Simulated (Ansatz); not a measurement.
System: CuI (P-3m1, No. 164, 4 atoms in the cell; start mp-570081; a measured phase of this formula has another space group). Method: LDA in Ansatz (PAW).

Settings: plane-wave cutoff 520 eV, 12×12×6 k mesh (along the axes of the cell as run), Fermi–Dirac smearing 0.01 eV, no spin polarisation, scalar-relativistic PAW data made under PBE.

Cell (relaxed at this level):

```
CuI
1.0
    4.00726     0.00000     0.00000
   -2.00363     3.47039     0.00000
    0.00000     0.00000     7.01528
Cu I
2 2
Direct
  0.66667   0.33333   0.59420
  0.33333   0.66667   0.40580
  0.33333   0.66667   0.76739
  0.66667   0.33333   0.23261
```

Predict the band gap.


- band gap = 1.56 eV (on the SCF k mesh)

Note: the relaxation could not lower the start's symmetry, so the cell can be a saddle point above a distorted one.

Spin–orbit coupling is not included; with these elements it can move the gap by several tenths of an eV or more.

Static lattice: no zero-point or thermal effects.

Computing time: around 4 core-minutes (rough).

A start named mp-… is a Materials Project structure, which need not be a measured phase.

Ansatz is a first-principles code.
